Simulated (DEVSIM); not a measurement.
System: abrupt GaAs p-n junction, at 350 K.

```tsv
layer (left to right)	material	thickness (μm)	Nd (cm⁻³)	Na (cm⁻³)	τn (s)	τp (s)
1	GaAs	0.160	-	9.1e16	4e-10	4e-10
2	GaAs	5.00	4e15	-	4e-10	4e-10
```

Left contact: ohmic. Right contact: ohmic. Voltage is applied to the left contact. Recombination: SRH at mid-gap, Auger. Mobility is constant in doping.

The device is made up for the run: typed textbook-type constants, with dimensions and the other settings drawn at random. Values at 300 K; Nc and Nv go as T^1.5, mobilities as T to minus their exponent, the gap by Varshni's rule with the affinity fixed.

| parameter | GaAs |
|---|---|
| gap (eV) | 1.424 |
| affinity (eV) | 4.07 |
| permittivity | 12.9 |
| Nc (cm⁻³) | 4.7e17 |
| Nv (cm⁻³) | 9e18 |
| μn (cm²/Vs) | 8500 |
| μp (cm²/Vs) | 400 |
| T exponent of μn | 2.1 |
| T exponent of μp | 2.2 |
| Cn (cm⁶/s) | 1e-30 |
| Cp (cm⁶/s) | 1e-30 |
| Varshni α (eV/K) | 0.000541 |
| Varshni β (K) | 204 |

DEVSIM, 1D drift-diffusion, Boltzmann statistics, complete ionisation; no tunnelling, impact ionisation, image-force lowering or self-heating.

The thickness of layer 2 was swept, all else fixed.

| thickness of layer 2 (μm) | dark forward voltage at 100 A/cm² (V) |
|---|---|
| 1 | 0.968 |
| 1.8 | 0.971 |
| 3 | 0.974 |
| 5 | 0.980 |
| 8.5 | 0.988 |
| 15 | 1.004 |
| 25 | 1.031 |

From the first row to the last the dark forward voltage at 100 A/cm² goes from 0.968 to 1.031.
